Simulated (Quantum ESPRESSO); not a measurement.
Band structure of CuGe3 (P6_3/mmc, 8 atoms in the cell).

```
CELL_PARAMETERS angstrom
      5.79539     0.00000     0.00000
     -2.89770     5.01896     0.00000
      0.00000     0.00000     4.66973
ATOMIC_POSITIONS crystal
  Cu 0.33333 0.66667 0.75000
  Cu 0.66667 0.33333 0.25000
  Ge 0.17344 0.82656 0.25000
  Ge 0.82656 0.17344 0.75000
  Ge 0.34688 0.17344 0.75000
  Ge 0.65312 0.82656 0.25000
  Ge 0.17344 0.34688 0.25000
  Ge 0.82656 0.65312 0.75000
```

Computed with PBEsol, PSlibrary ultrasoft (PBE) pseudopotentials (plane waves; Quantum ESPRESSO).

Settings: ecutwfc = 50 Ry; ecutrho = 300 Ry; occupations = smearing; smearing = methfessel-paxton; degauss = 0.0147 Ry; input_dft = pbesol; potentials = {Cu: Cu.pbe-dn-rrkjus_psl.1.0.0.UPF, Ge: Ge.pbe-n-rrkjus_psl.1.0.0.UPF}; K_POINTS = automatic 5 5 5 0 0 0; nbnd = 35; conv_thr = 1e-10 Ry.

The starting cell comes from a database of computed structures (which also holds hypothetical and non-ambient phases and stackings), without a prior relaxation at this level. Its lattice was rescaled by a random factor within 2.5 % of one. Spin polarisation is off.

Levels in eV from the Fermi level, bands 20 to 27:
```csv
point,20,21,22,23,24,25,26,27
Γ,-1.20,-1.20,-0.51,-0.51,-0.04,-0.04,1.18,1.44
M,-1.42,-0.82,-0.65,-0.61,-0.15,-0.13,-0.01,1.03
K,-2.06,-2.06,-1.88,0.24,0.24,0.87,1.95,2.37
A,-2.28,-2.28,-2.28,-2.00,-2.00,3.69,3.69,4.91
L,-1.11,-0.57,-0.57,0.59,0.59,0.61,0.61,2.37
H,-2.08,-0.96,-0.96,1.78,1.78,2.14,2.14,2.71
```

Bands cross the Fermi level along this path, so the cell is metallic at this level.
